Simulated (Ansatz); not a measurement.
We look at the energy of cell A over Mg (hcp) and C (graphite). Reaction: Mg (hcp) + 100 C (graphite) → cell A. A negative value means that the right-hand side lies lower. The value is per atom of the right-hand side.

Cell A: a cell of composition MgC100, 2.21 g/cm³, volume and shape relaxed; spin state with PBE: run without spin, k-point mesh 4×4×5.
```xyz
101
Lattice="12.3407 0.0000 0.0000 -6.1703 10.6873 0.0011 0.0000 1.4257 6.9873" Properties=species:S:1:pos:R:3 pbc="T T T"
C      0.0006     0.0014     0.0885
C     -0.0018     1.4256     0.0871
C     -1.2351     2.1389     0.0896
C     -1.2362     3.5634     0.0862
C     -2.4681     4.2777     0.0886
C     -2.4681     5.7013     0.0890
C     -3.7000     6.4154     0.0856
C     -3.7012     7.8398     0.0913
C     -4.9343     8.5530     0.0861
C     -4.9369     9.9769     0.0915
C      2.4680    -0.0006     0.0903
C      2.4660     1.4220     0.0737
C      1.2310     2.1350     0.0714
C      1.2240     3.5588     0.0529
C     -0.0053     4.2766     0.0684
C     -0.0052     5.7025     0.0680
C     -1.2363     6.4154     0.0856
C     -1.2350     7.8398     0.0913
C     -2.4681     8.5517     0.0963
C     -2.4681     9.9755     0.0955
C      4.9364    -0.0006     0.0903
C      4.9384     1.4220     0.0737
C      3.7022     2.1276     0.0566
C      3.7022     3.5509     0.0092
C      2.4561     4.2702     0.0065
C      2.4564     5.7087     0.0050
C      1.2238     6.4203     0.0493
C      1.2311     7.8435     0.0663
C     -0.0020     8.5530     0.0861
C      0.0006     9.9769     0.0915
C      7.4038     0.0014     0.0885
C      7.4062     1.4256     0.0871
C      6.1734     2.1350     0.0714
C      6.1804     3.5588     0.0529
C      4.9483     4.2702     0.0065
C      4.9480     5.7087     0.0050
C      3.7022     6.4281     0.0026
C      3.7022     7.8507     0.0467
C      2.4658     8.5564     0.0644
C      2.4680     9.9789     0.0837
C      9.8725     0.0030     0.0866
C      9.8725     1.4269     0.0923
C      8.6395     2.1389     0.0896
C      8.6406     3.5634     0.0862
C      7.4097     4.2766     0.0684
C      7.4096     5.7025     0.0680
C      6.1806     6.4203     0.0493
C      6.1733     7.8435     0.0663
C      4.9386     8.5564     0.0644
C      4.9364     9.9789     0.0837
C      6.1709    10.6856     3.6692
C     -0.0020     1.4222     3.6735
C     11.1056     2.1354     3.6684
C     -1.2363     3.5598     3.6740
C      9.8725     4.2739     3.6706
C     -2.4681     5.6975     3.6711
C      8.6406     6.4118     3.6735
C     -3.7012     7.8363     3.6700
C      7.4062     8.5497     3.6725
C     -4.9369     9.9738     3.6711
C     -3.7024    10.6836     3.6770
C      2.4658     1.4188     3.6952
C      1.2311     2.1317     3.6934
C      1.2238     3.5549     3.7103
C     -0.0052     4.2727     3.6917
C     -0.0053     5.6986     3.6912
C     -1.2362     6.4118     3.6735
C     -1.2351     7.8363     3.6700
C     -2.4681     8.5484     3.6674
C     -2.4681     9.9723     3.6730
C     -1.2339    10.6836     3.6770
C      4.9386     1.4188     3.6952
C      3.7022     2.1245     3.7130
C      3.7022     3.5471     3.7570
C      2.4564     4.2665     3.7546
C      2.4561     5.7050     3.7532
C      1.2240     6.4164     3.7067
C      1.2310     7.8402     3.6882
C     -0.0018     8.5497     3.6725
C      0.0006     9.9738     3.6711
C      1.2335    10.6856     3.6692
C      7.4064     1.4222     3.6735
C      6.1733     2.1317     3.6934
C      6.1806     3.5549     3.7103
C      4.9480     4.2665     3.7546
C      4.9483     5.7050     3.7532
C      3.7022     6.4243     3.7504
C      3.7022     7.8477     3.7030
C      2.4660     8.5532     3.6859
C      2.4680     9.9758     3.6694
C      3.7022    10.6871     3.6652
C      9.8725     1.4236     3.6634
C      8.6394     2.1354     3.6684
C      8.6406     3.5598     3.6740
C      7.4096     4.2727     3.6917
C      7.4097     5.6986     3.6912
C      6.1804     6.4164     3.7067
C      6.1734     7.8402     3.6882
C      4.9384     8.5532     3.6859
C      4.9364     9.9758     3.6694
Mg     3.7022     4.9876     1.8798
```

Reference: Mg (hcp, P6₃/mmc), 2 atoms in the cell, k-point mesh 24×24×12 on the run's own vectors. Conventional cell: a = 3.137 Å, b = 3.137 Å, c = 5.101 Å, α = 90.00°, β = 90.00°, γ = 120.00°.

Reference: C (graphite, P6₃/mmc), 4 atoms in the cell, k-point mesh 18×18×6 on the run's own vectors. Conventional cell: a = b = 2.465 Å, c = 6.742 Å, α = β = 90.00°, γ = 120.00°.

Plane-wave PAW calculations with Ansatz (an electronic-structure program), its default PAW set, cutoff 420 eV, 500 eV for r2SCAN. The structures are at rest with PBE+D3(BJ); other levels are single points on them. Neutral cells; Fermi-Dirac smearing of at most 0.10 eV in the solids, energies taken to zero width. The lattices are those relaxed with PBE+D3(BJ), so at other levels the solids can be strained, which adds to the spread. Larger cells are relaxed from a start prepared with the learned potential CHGNet, on a coarser mesh till forces fall under 0.03 eV/Å, which some starts already meet. A dispersion term (D3(BJ), or D4 for r2SCAN) was computed beside these levels and is taken off wherever the name lacks it. The PAW files were made for PBE and serve at the other functionals too. Space groups of crystals are read within 0.01 Å. No zero-point or thermal terms. Cells are local rest points, mostly with their start's symmetry. Values are for these cell sizes. Cell A has symmetry C2/m within 0.02 Å and got no random move, so less symmetric positions, which may lie lower, weren't tried.

Q: Give the value at the level PBE+D3(BJ).

A: 23 meV/atom, for Mg (hcp) + 100 C (graphite) → cell A.

Q: What do the other levels give, and how wide is the spread?

A: 
| Level | value (meV/atom) | less PBE+D3(BJ) |
|---|---|---|
| PBE | 15 | -8 |
| r2SCAN | 17 | -6 |
| r2SCAN+D4 | 21 | -2 |

The levels shown span 8 meV/atom, from PBE (15) to PBE+D3(BJ) (23).
